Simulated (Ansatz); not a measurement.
Here is the system:

```xyz
2
Lattice="0.0000 2.6783 2.7319 2.6783 0.0000 2.7319 2.6783 2.6783 0.0000" Properties=species:S:1:pos:R:3 pbc="T T T"
Zn     0.0000     0.0000     0.0000
S      1.3392     1.3392     1.3659
```

No spin polarisation.

All numbers come from Ansatz (a program for electronic structure), PBEsol, PAW, cutoff 420 eV, spin-orbit coupling left out. Γ-centred 11×11×11 mesh, Fermi–Dirac width 0.05 eV.

Task: Predict the electron mass.

Result: 0.16 mₑ (at Γ).

Task: What is the computed band gap?

Result: 1.97 eV.

Task: Predict the valence-band top at Γ (three highest levels, from the VBM).

Result: 0.00, 0.00, -0.07 eV.

The cells carry an imposed strain or load. Effective masses come from finite differences of ±0.01 Å⁻¹. Whether these cells are dynamically stable was not tested. The cell was made from ZnS in the zinc blende structure (space group F-43m, No. 216) by this change: uniaxial strain ε_zz = +2.00 %.
